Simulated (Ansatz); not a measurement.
## ScBi in the rock salt structure (space group Fm-3m, No. 225; a cell from a computed database, its experimental status unchecked)

```yaml
crystal:
  lattice:
    - [0.00000, 2.96974, 2.96974]
    - [2.96974, 0.00000, 2.96974]
    - [2.96974, 2.96974, 0.00000]
  atoms:
    - { symbol: Sc, position: [0.50000, 0.50000, 0.50000] }
    - { symbol: Bi, position: [0.00000, 0.00000, 0.00000] }
```

Calculations: Kohn–Sham DFT with the PBEsol functional, run in Ansatz (a quantum-chemistry and plane-wave program) with PAW and 420 eV plane waves, spin-orbit coupling left out. Settings: 14×14×14 k-points, 0.05 eV Fermi–Dirac smearing.

```json
{
 "volume_per_atom": "26.19 Å³",
 "density": "8.05 g/cm³",
 "band_gap": "zero",
 "total_energy": "-7177.421 eV/atom (σ→0; compares only within this code and set-up)"
}
```

Stability against distortions was not tested. All final runs are without spin polarisation.
